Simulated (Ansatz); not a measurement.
A periodic model of amorphous Hf$_{18}$O$_{39}$W:

```xyz
58
Lattice="9.3687 0.1450 0.0120 0.1450 9.2124 -0.3250 0.0120 -0.3250 8.9777" Properties=species:S:1:pos:R:3 pbc="T T T"
Hf     5.9847     2.5446     2.6039
Hf     7.9206     4.8043     5.5629
Hf     1.2433     2.0288     4.3521
Hf     2.5731     2.6891     1.2920
Hf     2.7880     8.5018     5.2165
Hf     4.4954     2.6902     5.6311
Hf     3.2830     6.3439     0.9659
Hf     8.8411     1.9514     0.9120
Hf     3.1165     5.1259     4.2057
Hf     6.3253     8.4467     3.8924
Hf     1.6112     4.2970     7.6948
Hf     7.4807     8.2625     0.9570
Hf     5.3772     6.7072     6.5964
Hf     7.4823     1.6794     6.5558
Hf     4.5649     0.1695     8.7855
Hf     1.7040     8.2444     8.2991
Hf     9.2934     7.7800     4.6291
Hf     9.4141     5.0260     2.1679
O      7.1024     3.1482     8.4103
O      4.3793     5.0954     5.8478
O      6.8728     5.4380     7.2561
O      8.2136     8.0840     2.9177
O      8.8365     1.4081     7.9157
O      2.4082     1.0231     8.7544
O      4.4435     1.8517     1.3922
O      3.0846     4.3023     0.2287
O      8.9377     2.6914     5.3215
O      1.7407     3.8380     3.1616
O      6.9782     6.7140     5.1707
O      7.8573     6.0357     0.8932
O      6.2493     8.0835     8.1542
O      1.0588     1.6236     2.2776
O      4.3685     3.3782     3.7192
O      9.3606     9.0052     0.3915
O      5.8097     8.1669     2.0057
O      2.4048     3.4715     5.9566
O      5.8127     1.2538     4.2085
O      4.6715     7.7668     4.8344
O      1.0770     8.2570     6.4229
O      6.4833     3.3413     5.6427
O      3.9969     5.9974     2.7525
O      6.9986     1.1221     1.3798
O      2.0751     6.1853     8.0803
O      3.7097     8.2129     7.0577
O      1.3511     6.2079     1.6564
O      0.6399     3.6114     0.4584
O      3.0688     1.2247     5.0503
O      5.2734     1.4113     7.1714
O      1.9404     6.7394     4.5722
O      4.9656     5.7450     8.6274
O      9.3667     5.0566     6.8245
O      7.9905     3.3256     2.3659
O      8.9855     5.6626     4.0200
O      7.6993    -0.0843     5.6570
O      3.3766     8.3327     0.5990
O      0.9466     0.0081     4.3977
O      5.6851     4.3387     1.5099
W      6.4973     5.0407     0.0589
```

Computed with PBE, scalar-relativistic without spin-orbit coupling (plane waves to 420 eV, PAW; Ansatz, a first-principles code).

The cell was made by melting and quenching with the CHGNet potential and then relaxed with DFT. O atoms were pushed apart under 1.9 Å during the dynamics, to hinder bonds among them. The hot cell started wider than the set density and was brought back towards it in steps. It is the lowest in DFT energy of 2 quenches. It is a model cell: composition and starting density were chosen by hand, and all elements were melted together. No dispersion term was used. Its density started from a set value of 8.85 and ended at 8.63 g/cm³. The simulated quench (nominally 450 K/ps over its main leg) is rapid and tends to freeze in more defects than a deposited or slowly cooled glass has. Values belong to this one cell and scatter from quench to quench. Volume and shape were free in the relaxation.

Bonds are counted up to Hf-Hf 3.34 Å, Hf-O 2.64 Å, Hf-W 3.19 Å, O-O 1.58 Å, O-W 2.51 Å, W-W 3.04 Å. Two cations that share two anions don't count as bonded, nor two that share one unless they lie closer than Hf-Hf 3.25 Å, Hf-W 3.10 Å, W-W 2.95 Å.

Task: Give the coordination numbers, mean bond lengths and angles.

Result: 
```
Quantity                                                          Result
---------------------------------  -------------------------------------
Mean coordination of Hf by anions   6.11 (1 with 5, 14 with 6, 3 with 7)
Mean coordination of O              2.95 (7 with 2, 27 with 3, 5 with 4)
Mean coordination of W by anions                         5.00 (1 with 5)
Mean Hf-O bond                     2.139 Å (spread 0.128 Å, 110 counted)
Mean O-W bond                        1.866 Å (spread 0.062 Å, 5 counted)
Bond angle at Hf                               mean 102.9°, spread 29.1°
Bond angle at O                                mean 116.4°, spread 20.0°
Bond angle at W                                mean 106.4°, spread 24.2°
```

Task: List the pairs of like atoms that count as bonded by the rules above.

Result: There are none by these rules.
